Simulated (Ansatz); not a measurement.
The starting structures come from a database of crystals and need not be the phases stable at ambient conditions.

By PBEsol, the system below comes out a metal.

The ballistic (Sharvin) conductance counts the channels at the Fermi level: G/A = (e²/h) × channels of both spins per area.

Data:

```yaml
crystal:
  lattice:
    - [3.13617, 0.00000, 0.00000]
    - [0.00000, 5.36618, 0.00000]
    - [1.56808, 0.00000, 2.71600]
  atoms:
    - { symbol: Nb, position: [0.66667, 0.25000, 0.66667] }
    - { symbol: Nb, position: [0.33333, 0.75000, 0.33333] }
    - { symbol: C, position: [0.00000, 0.00000, 0.00000] }
    - { symbol: C, position: [0.00000, 0.50000, 0.00000] }
```

Space group of this cell: P6_3/mmc, NiAs type. The cell is taken as given; by PBEsol its mean pressure is -11.4 GPa.

The current flows along the normal of the first two printed cell vectors, the (100) plane of the conventional cell. No spin-orbit coupling; the value is a mean over 0.1 eV about the Fermi level.

Question: Estimate the ballistic conductance per area that PBEsol (Ansatz, a program for electronic structure) returns for this system.

Answer: 0.57 × 10¹⁵ S/m² for both spins.
